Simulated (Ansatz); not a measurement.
Input and output of a zone-centre phonon calculation for NbFeB (P-6m2, 3 atoms in the cell) (Ansatz, a program for electronic structure).

Method of the run: LDA (PW92), PAW files made with PBE (plane waves; Ansatz).

```yaml
crystal:
  lattice:
    - [3.68503, 0.00000, 0.00000]
    - [-1.84251, 3.19133, 0.00000]
    - [0.00000, 0.00000, 2.95804]
  atoms:
    - { symbol: Nb, position: [0.00000, 0.00000, 0.00000] }
    - { symbol: Fe, position: [0.33333, 0.66667, 0.50000] }
    - { symbol: B, position: [0.66667, 0.33333, 0.50000] }
```

Reference input (self-consistent single point, DFT, PBEsol, plane waves, PAW files made with PBE): kpoints.mp_grid.grid = 14 14 15; hamiltonian.xc = pbesol; hamiltonian.pseudopotentials = {kind: paw} (the program's default PAW files); scf.occupations.method = fermi_dirac; scf.occupations.width = 0.01 Ry. This run's input differs from it in these lines:

Ansatz 0.2 input:
```diff
@@ -13,3 +13,3 @@
 hamiltonian:
-  xc: pbesol
+  xc: lda
   pseudopotentials:
@@ -21,6 +21,4 @@
     width: 0.01 Ry
-output:
-  forces: true
-  eigenvalues: true
-  stress: true
+phonons:
+  method: dfpt
```

Output, abridged:

```
SCF iter   1: F=—  HF=-9015.837009 eV  |F-HF|=—  |Δ(HF+E_count)|=         —  Δρ=1.47e-1  dr2=1.43e1  ethr=3.10e-3  ⟨swp⟩=4.1  Hψ=34895  notcnv=0
all-band conjugate gradients solve this SCF's bands
preconditioner: auto → none
SCF iter   2: F=—  HF=-9014.618606 eV  |F-HF|=—  |Δ(HF+E_count)|=    1.22e0  Δρ=1.50e-1  dr2=1.25e1  ethr=3.10e-3  ⟨swp⟩=2.5  Hψ=18172  notcnv=0
   [... lines left out ...]
SCF iter  11: F=—  HF=-9013.047700 eV  |F-HF|=—  |Δ(HF+E_count)|=  5.28e-11  Δρ=3.00e-7  dr2=2.28e-11  ethr=1.00e-12  ⟨swp⟩=2.2  Hψ=13269  notcnv=0
SCF iter  12: F=-9013.047700 eV  HF=-9013.047700 eV  |F-HF|=3.64e-12  |Δ(HF+E_count)|=  1.82e-12  Δρ=2.30e-8  dr2=6.77e-14  ethr=1.00e-12  ⟨swp⟩=5.1  Hψ=36913  notcnv=0
the search or the solves at the SCF's close seem to have found levels that the self-consistency loop had missed (the run counts 7) …
SCF 1 converged in 12 iterations: F = -9013.047700 eV  dr2 = 6.77e-14
DFPT response loops at Γ: preconditioner auto → Kerker (q_TF=auto, 2.691 Å⁻¹) (partly filled bands, converged f_vac=0.000) …
Free energy (F): -9013.047700 eV
Internal energy: -9012.893241 eV  (E = F + TS)
E sigma→0 (E₀):  -9012.970470 eV
Entropy (-TS):   -0.154459 eV (-51.486 meV/atom)
Fermi energy:    17.253629 eV
--- Phonons (Γ-DFPT): 6 representative perturbations + reference, on 456 of 2940 k-points (Σ response iterations 18) ---
  k mesh reduced under 4 symmetry operations, with k and −k counted as one. Each operation leaves every solved displacement unchanged or reverses it
  ASR residual: 1.105e-3 → 0.000e0 eV/Å²; symmetrization residual: 2.436e-6 eV/Å²
  ASR residual per site (eV/Å²): 9.12e-4 1.11e-3 4.11e-5
  Γ frequencies (cm⁻¹): 0.00 0.00 0.00 139.38 158.28 158.28 395.88 429.57 429.57
  non-analytic LO–TO correction: not included (Born effective charges unavailable; polar crystals: no LO–TO splitting at Γ)
```

The run converged in 12 iterations. 

Summary of the result:
```
Property                                                                                  Value
--------------------------------------------------------  -------------------------------------
Free energy E − TS (on the zero of these files)                                   -9013.0477 eV
Fermi level (on the code's own zero)                                                   17.25 eV
Zone-centre frequencies (cm⁻¹; negative means imaginary)  0, 0, 0, 139, 158, 158, 396, 430, 430
```

The starting cell comes from a database of computed structures (which also holds hypothetical and non-ambient phases and stackings), without a prior relaxation at this level. Spin polarisation is off.

Cost on one core of a shared machine: roughly 2 min.
